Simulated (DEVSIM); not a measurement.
Structure: illuminated GaSb p-on-n cell, one wavelength, at 400 K.

Layer 1 from the left is GaSb, thickness (μm) 0.0530, Na (cm⁻³) 7.1e17, τn (s) 4.8e-11, τp (s) 5.5e-10, absorption coefficient (cm⁻¹) 46000. Layer 2 from the left is GaSb, thickness (μm) 1.00, Nd (cm⁻³) 1.5e16, τn (s) 2.3e-9, τp (s) 2.3e-9, absorption coefficient (cm⁻¹) 46000.

Left contact: ohmic, minority electron recombination velocity 10 cm/s. Right contact: ohmic, minority hole recombination velocity 2e5 cm/s. Voltage is applied to the left contact. Recombination: SRH at mid-gap, radiative, Auger. Light enters at the left, 1.5e18 photons cm⁻² s⁻¹, one pass, no reflection. Mobility is constant in doping.

This is a model device: material constants are rounded textbook-type values typed into the input, and sizes, dopings and lifetimes were drawn at random. Values at 300 K; Nc and Nv go as T^1.5, mobilities as T to minus their exponent, the gap by Varshni's rule with the affinity fixed.

GaSb: gap (eV) 0.726, affinity (eV) 4.06, permittivity 15.7, Nc (cm⁻³) 2.1e17, Nv (cm⁻³) 1.8e19, μn (cm²/Vs) 5000, μp (cm²/Vs) 850, T exponent of μn 2, T exponent of μp 1.7, B (cm³/s) 1e-10, Cn (cm⁶/s) 5e-30, Cp (cm⁶/s) 5e-30, Varshni α (eV/K) 0.00042, Varshni β (K) 140.

Model (solved in DEVSIM): 1D drift-diffusion, Boltzmann statistics, complete ionisation; no tunnelling, impact ionisation, image-force lowering or self-heating.

### Question
What does the simulation give for the dark forward voltage at 100 A/cm², the dark forward voltage at 1 A/cm²?

### Answer
dark forward voltage at 100 A/cm² 0.290 V; dark forward voltage at 1 A/cm² 0.120 V.
